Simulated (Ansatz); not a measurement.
Band structure of Sc2Co (I4/mcm, 6 atoms in the cell).

```
Sc2Co
1.0
   -3.15008     3.15008     2.82160
    3.15008    -3.15008     2.82160
    3.15008     3.15008    -2.82160
Sc Co
4 2
Direct
  0.32159   0.82159   0.14318
  0.67841   0.17841   0.85682
  0.82159   0.67841   0.50000
  0.17841   0.32159   0.50000
  0.75000   0.75000   0.00000
  0.25000   0.25000   0.00000
```

Level of theory: PBEsol, PAW files made with PBE (plane waves; Ansatz, an electronic-structure program).

Settings: kpoints.mp_grid.grid = 5 5 5; hamiltonian.xc = pbesol; hamiltonian.pseudopotentials = {kind: paw} (an earlier, softer set of the program's PAW files); scf.occupations.method = fermi_dirac; scf.occupations.width = 0.05 eV; kpoints.band_path.npoints = 8.

The starting cell comes from a database of computed structures (which also holds hypothetical and non-ambient phases and stackings), without a prior relaxation at this level. Its lattice was rescaled by a random factor within 2.5 % of one. Spin polarisation is off.

Levels in eV from the Fermi level, bands 36 to 43:
| point | 36 | 37 | 38 | 39 | 40 | 41 | 42 | 43 |
|---|---|---|---|---|---|---|---|---|
| Γ | -0.58 | -0.01 | -0.01 | 0.15 | 0.64 | 0.64 | 0.64 | 0.73 |
| X | -0.83 | -0.64 | -0.38 | -0.10 | 0.22 | 0.55 | 0.72 | 0.73 |
| M | -1.28 | -0.82 | -0.82 | 0.00 | 0.07 | 0.07 | 0.21 | 0.79 |
| Z | -1.30 | -0.85 | -0.85 | 0.00 | 0.08 | 0.08 | 0.08 | 0.85 |
| P | -1.32 | -1.30 | -1.30 | 0.43 | 0.43 | 0.48 | 0.48 | 0.76 |
| N | -1.43 | -0.91 | -0.91 | -0.07 | -0.07 | 0.53 | 0.53 | 0.89 |
| Z1 | -1.30 | -0.85 | -0.85 | 0.00 | 0.08 | 0.08 | 0.08 | 0.85 |

Bands cross the Fermi level along this path, so the cell is metallic at this level.

Keys are those of Ansatz 0.2.
